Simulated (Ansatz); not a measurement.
Results of PBE0 (plane waves, PAW; Ansatz, a first-principles code) for SrO (P6₃/mmc, No. 194, 4 atoms in the cell; start mp-754824; a measured phase of this formula has another space group).

The input as run:

Ansatz 0.2 input:
```yaml
crystal:
  lattice:
    - [4.2359696219, 0.0, 0.0]
    - [-2.1179848109, 3.6684573022, 0.0]
    - [0.0, 0.0, 5.109135023]
  atoms:
    - { symbol: Sr, position: [0.3333333333, 0.6666666667, 0.9375064846] }
    - { symbol: Sr, position: [0.6666666667, 0.3333333333, 0.4375064846] }
    - { symbol: O, position: [0.3333333333, 0.6666666667, 0.4374935154] }
    - { symbol: O, position: [0.6666666667, 0.3333333333, 0.9374935154] }
basis:
  ecutwfc: 460
  ecutrho_ratio: 4
  xc_grid: 2
kpoints:
  mp_grid: { grid: [9, 9, 6] }
hamiltonian:
  xc: pbe0
  dispersion: none
  pseudopotentials: { azcp: { folder: ./paw }, kind: paw }
scf:
  occupations: { method: fermi_dirac, width: 0.01 }
  convergence: { dr2_threshold: 0.0000000004 }
output:
  forces: true
  stress: true
  eigenvalues: true
```

Problem. How many irreducible k-points, plane waves at Γ does the program set up, and what pressure does the run end with?

Solution. 48 irreducible k-points, 1811 plane waves at Γ; P = 1.41 GPa, so the cell is compressed on average and its volume would grow at this level.

Output (set-up and result lines):

```
WARN the atoms were moved onto the symmetric positions of the space group found under crystal.symmetry.tolerance 1.0e-5 (fractional …
WARN output.stress: scf.exx.energy_threshold = 1e-6 eV is looser than the 4e-8 eV advised for a stress under a hybrid functional (1e-8 eV for each atom of the …
Crystal: 4 atoms, lattice volume = 79.393 Å³
Basis set: ecut = 460 eV, 1811 PW (Γ), exchange–correlation on 60×60×72 points (8 copies of the dense FFT grid, shifted against one another)
Bands: 20, of which v1, the nominal top of the filled ones, is band 16 counted from 1 (15 counted from 0)
Symmetry: 24 space group operations
Space group: P63/mmc (ITA 194), of the structure as read, at distance tolerance 4.3e-5 Å
k-points: 48 of 486
Initial density: superposition of atomic densities (chi_scale 0.1, normalization cell, long waves kept (reshape's long-wave potential 0.00 eV rms))
Functional: x = pbe(κ = 0.804, μ = 0.2195149727645171), c = pbe(β = 0.06672455060314922), warm-up for x = 0.75 pbe(κ = 0.804, μ = 0.2195149727645171) + 0.25 exact, c = pbe(β = 0.06672455060314922)
SCF iter   1: F=—  HF=-8229.891221 eV  |F-HF|=—  |Δ(HF+E_count)|=         —  Δρ=6.74e-2  dr2=3.47e0
SCF iter   2: F=—  HF=-8229.041615 eV  |F-HF|=—  |Δ(HF+E_count)|=   8.50e-1  Δρ=1.72e-2  dr2=4.06e-1
  ...
Crystal: 4 atoms, lattice volume = 79.393 Å³
Initial density: handed on by an earlier stage of this run
Functional: x = 0.75 pbe(κ = 0.804, μ = 0.2195149727645171) + 0.25 exact, c = pbe(β = 0.06672455060314922)
Crystal: 4 atoms, lattice volume = 79.393 Å³
SCF iter   6: F=—  HF=-8233.546046 eV  |F-HF|=—  |Δ(HF+E_count)|=   6.74e-9  Δρ=1.39e-6  dr2=1.47e-9
SCF iter   7: F=-8233.546046 eV  HF=-8233.546046 eV  |F-HF|=1.27e-11  |Δ(HF+E_count)|=  3.87e-10  Δρ=1.50e-7  dr2=5.60e-11
SCF 3 converged in 7 iterations: F = -8233.546046 eV  dr2 = 5.60e-11
Free energy (F): -8233.546046 eV
Internal energy: -8233.546046 eV  (E = F + TS)
E sigma→0 (E₀):  -8233.546046 eV
Fermi energy:    7.219505 eV
--- Stress (GPa, compression-positive) ---
        1.406488       0.000000       0.000000
        0.000000       1.406488       0.000000
        0.000000       0.000000       1.429085
  P = ⅓ Tr σ = 1.4140 GPa (14.140 kbar)
```

The PAW data were made under PBE.

Note: cell and atoms aren't relaxed at this level (pressure 1.4 GPa).

It cost around 4 core-minutes (rough) of CPU time.

A start named mp-… is a Materials Project structure, which need not be a measured phase.
